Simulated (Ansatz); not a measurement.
# Pt₃Ga (Pm-3m): band-structure transport figures

```
GaPt3
1.0
    3.88994     0.00000     0.00000
    0.00000     3.88994     0.00000
    0.00000     0.00000     3.88994
Ga Pt
1 3
Direct
  0.00000   0.00000   0.00000
  0.00000   0.50000   0.50000
  0.50000   0.00000   0.50000
  0.50000   0.50000   0.00000
```

Computed with PBEsol, rigid bands (plane waves, PAW, scalar-relativistic; Ansatz, a quantum-chemistry and plane-wave program). Geometry: cell and atoms relaxed with PBEsol.

The density of states at the Fermi level is 2.74 states/(eV·cell), both spins and the bare Sommerfeld coefficient comes out as 1.61 mJ/(mol of atoms·K²). The drude plasma energy is 4.0 eV and the root-mean-square Fermi velocity is 3.7e5 m/s. The resistivity times τ comes out as 30 ×10⁻²² Ω·m·s.

A metal at this level (no band gap); rigid bands, thermally averaged at 300 K, both spins. Spin-orbit coupling is left out, which matters with elements this heavy. τ is one relaxation time for all states.

Computed structure with no diffraction record at hand here (it may be known, metastable or hypothetical): Pt3Ga (Pm-3m).
